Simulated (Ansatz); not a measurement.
The starting structures come from a database of crystals and need not be the phases stable at ambient conditions.

By PBEsol, the system below comes out a metal.

Here is the system:

```
LiC6
1.0
    3.64950     0.00000     0.00000
    0.00000     4.30693     0.00000
    0.00000    -2.15346     3.72991
Li C
1 6
Direct
  0.00000   0.00000   0.00000
  0.50000   0.33361   0.00000
  0.50000   0.66639   0.00000
  0.50000   0.00000   0.66639
  0.50000   0.00000   0.33361
  0.50000   0.66639   0.66639
  0.50000   0.33361   0.33361
```

The cell is taken as given; by PBEsol it stands under a pressure of 0.5 GPa.

The current flows along the normal of the first two printed cell vectors, the (100) plane of the conventional cell. No spin-orbit coupling; the value is a mean over 0.1 eV about the Fermi level.

State the ballistic conductance per area according to Ansatz (a quantum-chemistry and plane-wave program) with PBEsol.

0.71 × 10¹⁵ S/m² for both spins.
